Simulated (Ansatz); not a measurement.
HfN: Hf → Ti

Base system: HfN in the rock salt structure (space group Fm-3m, No. 225; a = 4.526 Å).

It is then changed as follows: every Hf is replaced by Ti, then cell and atoms are relaxed.

Level of theory: r2SCAN (Ansatz, a quantum-chemistry and plane-wave program, PAW, spin-orbit coupling left out), earlier PAW set. Settings: 19×19×19 k-points, 0.05 eV Fermi–Dirac smearing, for the changed cell.

The volume per atom drops by 2.11 Å³ (11.59 Å³ → 9.48 Å³) and the density drops by 8.37 g/cm³, from 13.79 g/cm³ to 5.42 g/cm³. The lattice parameter a shrinks by 0.293 Å to 4.233 Å and the space group stays Fm-3m (No. 225). The band gap is still zero.

Whether these cells are dynamically stable was not tested. The final runs are not spin-polarised. An odd electron count without spin: TiN and HfN.
